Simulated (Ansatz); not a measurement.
# How a calculation on La2Ti2O7 (P1, 44 atoms in the cell) responds to its settings

```
La2Ti2O7
1.0
    7.80000     0.00000     0.00000
    0.00000     5.54600     0.00000
   -1.94560     0.00000    12.86471
La Ti O
8 8 28
Cartesian
  1.96157   4.15199   1.46883
  3.89781   1.30534  11.42216
  5.78370   4.12541   1.31564
 -0.00915   1.22759  11.67831
  2.11899   1.00473   5.04487
  3.80985   3.86441   7.92435
  5.89599   0.86455   5.33660
 -0.00664   3.59974   7.51541
  0.04117   1.24623   1.54281
  5.93267   4.16178  11.22914
  3.93438   1.36614   1.46142
  2.04611   4.12577  11.26144
 -0.02885   3.88309   4.02825
  5.85093   1.17361   8.62842
  3.84588   3.97779   4.19963
  1.96634   1.10373   8.72046
  5.93287   1.05268   1.48135
  0.07705   3.95208  11.45273
  2.05803   1.68297   1.13738
  3.84472   4.56096  11.73560
  0.21726   5.51570   0.29359
  5.54509   2.60305  12.61772
  3.69783   5.42055   0.21496
  2.22620   2.62666  12.50160
  0.37629   0.09781   2.98776
  5.45036   3.02469   9.87269
  3.57941   0.22877   3.01710
  2.27611   3.00395   9.97073
 -0.07460   3.10006   2.51692
  5.87200   0.22400  10.35942
  3.96965   3.09771   2.28751
  1.88955   0.21701  10.39259
 -0.18061   2.50723   5.22100
  5.93800   5.36173   7.59360
  4.01092   2.29567   5.28401
  1.74520   5.11834   7.68458
  0.17501   5.13445   5.61521
  5.74065   2.22280   7.37675
  3.74968   5.13305   5.74342
  1.99538   2.10386   7.26582
  1.85502   3.72433   3.92745
  4.04206   0.88665   8.79685
  5.79097   4.46444   3.86667
 -0.04416   1.56759   9.03085
```

Base run A: LDA (PW92), default PAW files made with PBE run with Ansatz (an electronic-structure program), self-consistent single point.

Its settings: kpoints.mp_grid.grid = 2 3 1; hamiltonian.xc = lda; hamiltonian.pseudopotentials = {kind: paw} (the program's default PAW files); scf.occupations.method = gaussian; scf.occupations.width = 0.2 eV.

The starting cell comes from a database of published, mostly measured structures (it also holds non-ambient and calculated ones), without a prior relaxation at this level. Its atoms were displaced at random from the sites of space group no. 4. In the base run, with a pressure of about -4 GPa the cell is away from its equilibrium volume at this level. In the base run, forces exceed 1 eV/Å. Ansatz's pressure includes its estimate of the finite-basis (Pulay) stress.

ΔF is the free energy per atom less that of run A. 

Run A gave: pressure (GPa) -4.12; largest force (eV/Å) 6.648; gap on the mesh (eV) 1.973; iterations 12.

Runs:
- B: scf.mixing.preconditioner: default (the program chose Resta) → none
- C: scf.mixing.preconditioner: default (the program chose Resta) → kerker
- D: scf.mixing.preconditioner: default (the program chose Resta) → kerker_dos
- E: scf.mixing.preconditioner: default (the program chose Resta) → resta; scf.mixing.eps_inf: default → 5
- F: scf.mixing.preconditioner: default (the program chose Resta) → ldos
- G: scf.mixing.preconditioner: default (the program chose Resta) → local_kerker
- H: scf.mixing.preconditioner: default (the program chose Resta) → kerker; scf.mixing.q_tf: default → 0.2
- I: scf.mixing.preconditioner: default (the program chose Resta) → kerker; scf.mixing.q_tf: default → 0.5
- J: scf.mixing.preconditioner: default (the program chose Resta) → kerker; scf.mixing.q_tf: default → 1.5

Problem. Which runs reach the base run's state, and which is quickest in iterations?

Solution. Runs B, C, D, E, F, G, H, I, J ended on the same solution as A (within 1 meV/atom). The fewest iterations to that state were 10 (G); the most were 17.

```
run  ΔF (meV/atom)  pressure (GPa)  largest force (eV/Å)  gap on the mesh (eV)  iterations
---  -------------  --------------  --------------------  --------------------  ----------
A             0.00           -4.12                 6.648                 1.973          12
B             0.00           -4.12                 6.648                 1.973          13
C             0.00           -4.12                 6.648                 1.973          17
D             0.00           -4.12                 6.648                 1.973          13
E             0.00           -4.12                 6.648                 1.973          12
F             0.00           -4.12                 6.648                 1.973          13
G             0.00           -4.12                 6.648                 1.973          10
H             0.00           -4.12                 6.648                 1.973          13
I             0.00           -4.12                 6.648                 1.973          12
J             0.00           -4.12                 6.648                 1.973          14
```

Keys are those of Ansatz 0.2.
